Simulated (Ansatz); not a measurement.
# A computed series for AlN: pressure series

The parent structure is AlN in the wurtzite structure (space group P6_3mc, No. 186; a = 3.089 Å, c = 4.943 Å).

Cell and atoms are relaxed at each pressure.

Level of theory: Kohn–Sham DFT with the LDA functional, run in Ansatz (a program for electronic structure) with PAW and 420 eV plane waves, scalar-relativistic without spin-orbit coupling.

Two rows of this table had their results exchanged by mistake.

| pressure | volume per atom (Å³) | shortest distance (Å) | band gap |
|---|---|---|---|
| pressure −2 GPa | 10.31 | 1.882 | 4.33 eV |
| pressure −1 GPa | 10.26 | 1.879 | 4.38 eV |
| pressure 0.9 GPa | 10.17 | 1.874 | 4.45 eV |
| pressure 2.1 GPa | 10.11 | 1.870 | 4.50 eV |
| pressure 4.5 GPa | 10.00 | 1.863 | 4.59 eV |
| pressure 9 GPa | 9.10 | 1.806 | 4.93 eV |
| pressure 15 GPa | 9.58 | 1.837 | 4.94 eV |
| pressure 22.5 GPa | 9.33 | 1.821 | 4.93 eV |
| pressure 30 GPa | 9.81 | 1.852 | 4.75 eV |

Which two?

The rows for pressure 9 GPa and pressure 30 GPa: the volume has to fall steadily with pressure, so 9.81 Å³ belongs to pressure 9 GPa and 9.10 Å³ to pressure 30 GPa.

Load acts through the strain it causes; cell and atoms are relaxed under it. Whether these cells are dynamically stable was not tested. Measured, AlN leaves this structure (for rock salt) near 14 GPa (temperature not stated; as listed in Datta, Sujoy, Jana, Debnarayan, arXiv (2020)), on rising pressure, with hysteresis.
